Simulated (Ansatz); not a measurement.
**PdIn: transverse stress against strain**

PdIn (CsCl type, Pm-3m, 17.132 Å³/atom at rest, cube axes along x, y and z) under a strain ε along a cube axis (axis z), the other axes held. PBEsol in Ansatz, a plane-wave DFT program (PAW, default set), 420 eV, 18×18×18 Γ-centred mesh, Fermi-Dirac smearing 0.10 eV; ions are relaxed within the symmetry of each cell. Stress is positive for a compressed cell.

Here s stands for strain and y for stress xx.

| strain (%) | stress xx (GPa) |
|---|---|
| -3.00 | ? |
| -1.50 | 1.98 |
| -1.00 | 1.30 |
| -0.50 | 0.64 |
| 0.00 | 0.00 |
| 0.50 | -0.62 |
| 1.00 | -1.23 |
| 1.50 | -1.81 |

The 7 complete rows are fitted with a straight line, y against s. Means: s 0, y 0.037. About the means, the sum of products is -8.8450 and the sum of squares of s is 7.0000; the slope is their ratio. Least squares gives y = 0.037 - 1.2636·s. Residuals (row less fit): 0.048, -0.001, -0.029, -0.037, -0.025, -0.003, 0.048; standard error 0.039 (degrees of freedom: 5). The slope gives the elastic constant C12 = 126 ± 1.5 GPa.

Problem. Predict the withheld y at s = -3.00 from the fit, and compare with the calculation.

Solution. y = 0.037 - 1.2636 × (-3.0) = 3.828 GPa. The calculation gives 4.15 GPa, 0.322 GPa above the prediction (5.4 % of the range of y in the table). The row lies outside the fitted rows, so this is an extrapolation. From the scatter of the fitted rows alone, a prediction at this place has a standard error of 0.060 GPa, so the miss is 5.4 times that.

One order more, fitted to all 13 runs of the series, follows each within 0.01, so the miss is the next term of a smooth law. In a metal these values are sensitive to mesh and smearing; energies are taken to zero smearing, stresses follow the free energy. Rows are the converged runs of the series near zero and its far end; series whose fitted rows scatter by over a few per cent of the range, as at a crossing or softening among them, aren't shown in this form. Most that stay on the fit to the last digits aren't either.
